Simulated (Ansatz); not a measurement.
Consider the following.

```
CELL_PARAMETERS angstrom
      3.93649     0.00000     0.00000
      0.00000     3.93649     0.00000
      0.00000     0.00000     3.93649
ATOMIC_POSITIONS crystal
  Sr 0.00000 0.00000 0.00000
  Ti 0.50000 0.50000 0.50000
  O  0.00000 0.50000 0.50000
  O  0.50000 0.50000 0.00000
  O  0.50000 0.00000 0.50000
```

No spin polarisation.

Electron doping at 5.0×10^21 cm⁻³ (0.305 per cell), with a uniform compensating background at fixed cell and a 300 K Fermi–Dirac width.

Computed with PBE, PAW, 420 eV (Ansatz, an electronic-structure program; without spin-orbit coupling), earlier PAW set. Settings: 12×12×12 k-points, 0.0259 eV Fermi–Dirac smearing.

**Question.** Predict the gap character, gap between the host's bands and Fermi level from band edge.

**Answer.** The gap character comes out as indirect, R → Γ. The gap between the host's bands comes out as 2.25 eV and the Fermi level relative to the doped band's edge (positive inside the band; to 0.05 eV) is +0.40 eV.

Carriers are added with a uniform compensating background; total energy and stress of such cells depend on the potential's zero and are not compared; many-body gap narrowing is missing at this level. No phonon test of stability was made. The final runs are not spin-polarised. The cell was made from SrTiO3 in the cubic perovskite structure (space group Pm-3m, No. 221) by this change: electrons 5.0×10^21 cm⁻³. Many cubic perovskites are stable only at high temperature; tilts and polar distortions were not tested.
